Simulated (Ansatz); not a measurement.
Start from Cu$_{3}$N (space group Pm-3m, No. 221).

```
CELL_PARAMETERS angstrom
      3.72085     0.00000     0.00000
      0.00000     3.72085     0.00000
      0.00000     0.00000     3.72085
ATOMIC_POSITIONS crystal
  Cu 0.50000 0.00000 0.00000
  Cu 0.00000 0.50000 0.00000
  Cu 0.00000 0.00000 0.50000
  N  0.00000 0.00000 0.00000
```

Calculations: DFT with LDA, PAW potentials and a 420 eV plane-wave cutoff in Ansatz (an electronic-structure program), no spin-orbit coupling.

Before the change:

```
Property         Value
-------------  -------
Pressure       0.0 GPa
Gap character   absent
```

Now apply this change: every lattice vector is stretched by 3.00 %, atoms relaxed at fixed cell.

Estimate the effect on the pressure and gap character.

The pressure goes from zero to -10.8 GPa; the gap character changes from absent to indirect, R → M.

The cells carry an imposed strain or load. Whether these cells are dynamically stable was not tested. The final runs are not spin-polarised. A zero or small gap of Cu3N can be the functional's error rather than a property of the material.
